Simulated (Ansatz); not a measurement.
Start from BaTiO$_{3}$ in the cubic perovskite structure (space group Pm-3m, No. 221).

```xyz
5
Lattice="3.9699 0.0000 0.0000 0.0000 3.9699 0.0000 0.0000 0.0000 3.9699" Properties=species:S:1:pos:R:3 pbc="T T T"
Ba     0.0000     0.0000     0.0000
Ti     1.9849     1.9849     1.9849
O      1.9849     0.0000     1.9849
O      0.0000     1.9849     1.9849
O      1.9849     1.9849     0.0000
```

Cartesian axes are those of the cell as printed.

Method: PBEsol (Ansatz, an electronic-structure program), without spin-orbit coupling.

Strains are applied to the cell and any free atomic positions relax.

One change was made to it. Results:

The energy rises by 6.6 meV/atom; the band gap drops by 0.10 eV (1.82 eV → 1.72 eV); the smallest direct gap shrinks by 0.04 eV, from 1.89 eV to 1.85 eV.

Task: Name the change that was made.
A) uniaxial strain ε_zz = +0.60 %
B) uniaxial strain ε_zz = +2.40 %
C) uniaxial strain ε_zz = +1.20 %
D) uniaxial strain ε_zz = +1.80 %

Result: B, uniaxial strain ε_zz = +2.40 %. For comparison, the energy relative to the base in the other runs: uniaxial strain ε_zz = +1.80 % gives +3.7 meV/atom; uniaxial strain ε_zz = +1.20 % gives +1.7 meV/atom; uniaxial strain ε_zz = +0.60 % gives +0.4 meV/atom.

Stability against distortions was not tested. All final runs are without spin polarisation. Many cubic perovskites are stable only at high temperature; tilts and polar distortions were not tested. This is not the structure that BaTiO3 has at room temperature and ambient pressure.
